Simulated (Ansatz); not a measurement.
The structure below was relaxed with PBE (Ansatz, an electronic-structure program; PAW; 420 eV plane waves; no spin-orbit coupling), at pressure −1 GPa.

```
Mo
1.0
   -1.58244     1.58244     1.58244
    1.58244    -1.58244     1.58244
    1.58244     1.58244    -1.58244
Mo
1
Cartesian
  0.00000   0.00000   0.00000
```

### Question
Find the space group and the Wyckoff positions.

### Answer
Space group Im-3m (No. 229); a = b = c = 3.165 Å, α = β = γ = 90.00°

| atom | site | symmetry | x | y | z |
|---|---|---|---|---|---|
| Mo | 2a | m-3m | 0.0000 | 0.0000 | 0.0000 |

### Question
Describe the coordination.

### Answer
The crystal has 2 atoms in its conventional cell. Lattice parameters: a = 3.1649 Å, b = 3.1649 Å, c = 3.1649 Å, α = 90.00°, β = 90.00°, γ = 90.00°. Mo is surrounded by 8 Mo at 2.741 Å and 6 Mo at 3.165 Å. (Neighbours: up to the widest gap in distance over summed covalent radii, below 1.35, at either atom.)

Load acts through the strain it causes; cell and atoms are relaxed under it. Whether these cells are dynamically stable was not tested. The final runs are not spin-polarised. The cell was made from Mo in the bcc (W type) structure (space group Im-3m, No. 229) by this change: pressure −1 GPa.
